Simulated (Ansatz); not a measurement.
**Mg2Ge in the anti-fluorite structure (space group Fm-3m, No. 225)**

```xyz
3
Lattice="0.0000 3.2106 3.2106 3.2106 0.0000 3.2106 3.2106 3.2106 0.0000" Properties=species:S:1:pos:R:3 pbc="T T T"
Ge     0.0000     0.0000     0.0000
Mg     1.6053     1.6053     1.6053
Mg     4.8159     4.8159     4.8159
```

The values are results of DFT with PBE, PAW potentials and a 420 eV plane-wave cutoff in Ansatz (a program for electronic structure), scalar-relativistic without spin-orbit coupling, earlier PAW set, not measurements. Γ-centred 9×9×9 mesh, Fermi–Dirac width 0.05 eV.

Volume per atom: 22.06 Å³
Density: 3.04 g/cm³
Band gap: 0.17 eV, indirect, Γ → X
Electron mass: 0.55 mₑ along k, 0.19 mₑ across
Hole mass (degenerate bands, along [100]): 0.071, 0.35, 0.35 mₑ
Lowest conduction-band minima above the VBM: X along ⟨100⟩ 0.17 eV; L along ⟨111⟩ 0.94 eV; Γ 0.95 eV
Total energy: -2714.473 eV/atom (σ→0; compares only within this code and set-up)

Masses are band curvatures over ±0.01 Å⁻¹ around the edge. Along k means along the line from Γ to the band edge. Whether these cells are dynamically stable was not tested. The zero or small gap of Mg2Ge can change with the level of theory.
